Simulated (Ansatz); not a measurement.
The reference is Si in the diamond structure (space group Fd-3m, No. 227; a = 5.444 Å).

One thing is altered: hydrostatic tension (pressure −1 GPa).

Levels (all Ansatz, an electronic-structure program, PAW): r2SCAN (500 eV, without spin-orbit coupling); HSE06+SOC (420 eV, with spin-orbit coupling).

The geometry is relaxed with r2SCAN.

```
Property                                    Value
----------------------------  -------------------
r2SCAN valence-band top at Γ  0.00, 0.00, 0.00 eV
r2SCAN band gap                           0.79 eV
```

### Question
Predict the valence-band top at Γ and band gap from HSE06+SOC.

### Answer
The valence-band top at Γ (three highest Kramers pairs, from the VBM) becomes 0.00, 0.00, -0.05 eV (r2SCAN: 0.00, 0.00, 0.00 eV); the band gap rises by 0.35 eV to 1.14 eV. The threefold valence maximum splits by Δso ≈ 0.05 eV.

Single points use the geometry relaxed with r2SCAN. Their cutoffs differ, which shifts pressures a little. HSE06 gaps are upper bounds (no full band path). The spin-orbit shifts are approximate. Load acts through the strain it causes; cell and atoms are relaxed under it. No phonon test of stability was made.
